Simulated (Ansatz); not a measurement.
Data:

```xyz
5
Lattice="3.9352 0.0000 0.0000 -1.9676 3.4594 0.0000 0.0000 0.0000 6.1257" Properties=species:S:1:pos:R:3 pbc="T T T"
La     0.0000     2.3187     1.5120
La     1.9676     1.1407     4.6137
O      0.0000     0.0000     0.0000
O      0.0000     2.3106     3.9599
O      1.9676     1.1488     2.1658
```

No spin polarisation.

Level of theory: r2SCAN (Ansatz, a quantum-chemistry and plane-wave program, PAW, no spin-orbit coupling), earlier PAW set. Γ-centred 10×10×6 mesh, Fermi–Dirac width 0.05 eV.

**Question.** Predict the gap character and space group.

**Answer.** 
```json
{
  "gap_character": "indirect, M₂ → C",
  "space_group": "C2/m (No. 12)"
}
```

The cells carry an imposed strain or load. Stability against distortions was not tested. The cell was made from La2O3 (space group P-3m1, No. 164) by this change: uniaxial strain ε_yy = +1.51 %.
